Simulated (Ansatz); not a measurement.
## GaSb, alloy series

The reference is GaSb in the zinc blende structure (space group F-43m, No. 216).

```
CELL_PARAMETERS angstrom
      0.00000     3.10675     3.10675
      3.10675     0.00000     3.10675
      3.10675     3.10675     0.00000
ATOMIC_POSITIONS crystal
  Sb 0.75000 0.75000 0.75000
  Ga 0.00000 0.00000 0.00000
```

The other end (x = 1) is GaB in the zinc blende structure (space group F-43m, No. 216; a hypothetical phase, not in the database extracts checked): 15.08 Å³/atom, gap zero; this end may not be an ambient phase.

B replaces a fraction x of Sb; each row is one arrangement (x, atoms in the cell, starting space group or random), fully relaxed.

All numbers come from PBE (Ansatz, a program for electronic structure, PAW, scalar-relativistic without spin-orbit coupling).

Notes on the quantities. mixing energy: to 0.01 eV only: unlike meshes or grids; against an end that may be hypothetical; deviation of the volume from the linear: Vegard-type) interpolation.

| case | mixing energy | deviation of the volume from the linear | shortest interatomic distance |
|---|---|---|---|
| base | – | – | 2.691 Å |
| x(B) = 0.25, 8 atoms, P-43m | -0.01 eV/atom | -4.2 % | 2.092 Å |
| x(B) = 0.25, 8 atoms, I-42m | -0.02 eV/atom | -4.3 % | 2.090 Å |
| x(B) = 0.5, 8 atoms, I-42d | -0.03 eV/atom | -7.0 % | 2.097 Å |
| x(B) = 0.75, 8 atoms, Cm | -0.09 eV/atom | -9.3 % | 2.060 Å |
| x(B) = 0.75, 8 atoms, I-42m | -0.03 eV/atom | -7.2 % | 2.117 Å |

These are small ordered cells, not random alloys; other orderings at the same x differ. With Sb present, leaving out spin-orbit coupling can change the band edges. Stability against distortions was not tested. All final runs are without spin polarisation. A zero or small gap of GaSb can be the functional's error rather than a property of the material.
